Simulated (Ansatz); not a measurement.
NbIr3 (P6₃/mmc, No. 194, 8 atoms in the cell; start mp-1186231), treated with PBEsol in Ansatz (PAW).

Run with plane-wave cutoff 520 eV, 12×12×12 k mesh, Fermi–Dirac smearing 0.05 eV, no spin polarisation, scalar-relativistic PAW data made under PBE.

Cell (relaxed at this level):

```yaml
crystal:
  lattice:
    - [5.51941, 0.00000, 0.00000]
    - [-2.75971, 4.77995, 0.00000]
    - [0.00000, 0.00000, 4.43325]
  atoms:
    - { symbol: Nb, position: [0.33333, 0.66667, 0.75000] }
    - { symbol: Nb, position: [0.66667, 0.33333, 0.25000] }
    - { symbol: Ir, position: [0.16401, 0.32802, 0.25000] }
    - { symbol: Ir, position: [0.83599, 0.67198, 0.75000] }
    - { symbol: Ir, position: [0.83599, 0.16401, 0.75000] }
    - { symbol: Ir, position: [0.16401, 0.83599, 0.25000] }
    - { symbol: Ir, position: [0.67198, 0.83599, 0.25000] }
    - { symbol: Ir, position: [0.32802, 0.16401, 0.75000] }
```

Question: Give the computed bulk modulus B0.

Answer: 
- bulk modulus B0: 345 GPa

Note: the run has no spin polarisation, so it can have missed a magnetic state; the bulk modulus is −V dP/dV from two relaxed cells at ±2 % in volume; the relaxation could not lower the start's symmetry, so the cell can be a saddle point above a distorted one.

Spin–orbit coupling is not included.

The result took very roughly 9 core-minutes.

A start named mp-… is a Materials Project structure, which need not be a measured phase.

Ansatz is an electronic-structure program.
